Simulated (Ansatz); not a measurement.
Start from MgO in the rock salt structure (space group Fm-3m, No. 225; a = 4.2141 Å). Axes: x, y, z lie along the cube axes.

Calculations: PBEsol, PAW, 420 eV (Ansatz, an electronic-structure program; without spin-orbit coupling).

The change: a pure shear with ε_xy = ε_yx = 0.0143; the atoms relax in the strained cell.

Problem. Predict the stress tensor and what it implies for the stiffness.

Solution. Stress of the strained cell less that of the base (GPa, compression positive):
```
   0.10   -4.13    0.00
  -4.13    0.10    0.00
   0.00    0.00   -0.08
```

Then −Δσ/γ with γ = 2ε = 0.0286 gives secant stiffness values (nonlinear terms included at this strain): C66 ≈ 145 GPa.

Stability against distortions was not tested.
